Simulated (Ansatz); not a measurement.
The parent structure is SiC (space group P6_3mc, No. 186; a = 3.0585 Å, c = 10.0120 Å).

All numbers come from Ansatz (a program for electronic structure), LDA, PAW, cutoff 420 eV, no spin-orbit coupling.

Strains are applied to the cell and any free atomic positions relax.

One change was made to it. Results:

```csv
quantity,base,after
"pressure (mean of the normal stresses, compression positive)",0.00 GPa,-13.48 GPa
mean gap deformation potential ΔEg/Δln V,–,-0.3 eV
energy relative to the base (free energy F),0 meV/atom,+31 meV/atom
```

Q: Which change produced these results?
A) isotropic strain +2.25 %
B) isotropic strain +0.75 %
C) isotropic strain +3.00 %
D) isotropic strain +1.50 %

A: A, isotropic strain +2.25 %. For comparison, the energy relative to the base in the other runs: isotropic strain +1.50 % gives +14 meV/atom; isotropic strain +3.00 % gives +54 meV/atom; isotropic strain +0.75 % gives +3.6 meV/atom.

No phonon test of stability was made.
